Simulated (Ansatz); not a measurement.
1T (CdI2-type) MgI₂, treated with r²SCAN-D4 (Ansatz, a program for electronic structure, PAW).

Settings: plane-wave cutoff 500 eV, 12×12×6 k mesh (along the axes of the cell as run), gaussian smearing 0.02 eV, scalar-relativistic PAW data made under PBE.

Cell (relaxed at this level):

Space group P-3m1 (No. 164); a = 4.1651 Å, b = 4.1651 Å, c = 6.9711 Å, α = 90.00°, β = 90.00°, γ = 120.00°

| atom | site | symmetry | x | y | z |
|---|---|---|---|---|---|
| Mg | 1a | -3m. | 0.0000 | 0.0000 | 0.0000 |
| I | 2d | 3m. | 0.3333 | 0.6667 | 0.2390 |

**Question.** Predict the band gap.

**Answer.** 
- band gap = 4.18 eV (on the SCF k mesh)

Spin–orbit coupling is not included; with these elements it can move the gap by several tenths of an eV or more.

Static lattice: no zero-point or thermal effects.

The result took very roughly 2.3 core-minutes.
